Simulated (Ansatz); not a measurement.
The starting structures come from a database of crystals and need not be the phases stable at ambient conditions.

By PBEsol, the system below comes out a metal.

The ballistic (Sharvin) conductance counts the channels at the Fermi level: G/A = (e²/h) × channels of both spins per area.

Given:

```
CELL_PARAMETERS angstrom
      2.58137     0.00000     0.00000
      0.00000     8.42706     0.00000
      1.29069     0.00000     2.23554
ATOMIC_POSITIONS crystal
  Cu 0.00000 0.00000 0.00000
  Cu 0.00000 0.50000 0.00000
  Cu 0.33333 0.75000 0.33333
  Cu 0.66667 0.25000 0.66667
```

Space group of this cell: P6_3/mmc. The cell is strained (all lengths scaled by 1.02); by PBEsol its mean pressure is -10.0 GPa.

The current flows along the normal of the first two printed cell vectors, the (100) plane of the conventional cell. No spin-orbit coupling; the value is a mean over 0.1 eV about the Fermi level.

### Question
Give the ballistic conductance per area that PBEsol in Ansatz (a program for electronic structure) yields.

### Answer
1.0 × 10¹⁵ S/m² for both spins.
